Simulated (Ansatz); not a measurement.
# BN: thickness series

Consider BN in the zinc blende structure (space group F-43m, No. 216).

```xyz
2
Lattice="0.0000 1.8026 1.8026 1.8026 0.0000 1.8026 1.8026 1.8026 0.0000" Properties=species:S:1:pos:R:3 pbc="T T T"
N      2.7038     2.7038     2.7038
B      0.0000     0.0000     0.0000
```

Cartesian axes are those of the cell as printed.

Free-standing slabs (2 atom(s) a layer) normal to [110] with 15 Å of vacuum; in-plane cell held at bulk.

Calculations: Kohn–Sham DFT with the PBEsol functional, run in Ansatz (a first-principles code) with PAW and 420 eV plane waves, no SOC, earlier PAW set.

Candidates:
(a) 7 layers
(b) 5 layers
(c) 4 layers

For the base:

| Item | Result |
|---|---|
| Band gap | 4.29 eV |

### Question
Order them by band gap, highest first.

### Answer
(c) 4 layers (2.45 eV), (a) 7 layers (2.22 eV), (b) 5 layers (2.14 eV)

Stability against distortions was not tested.
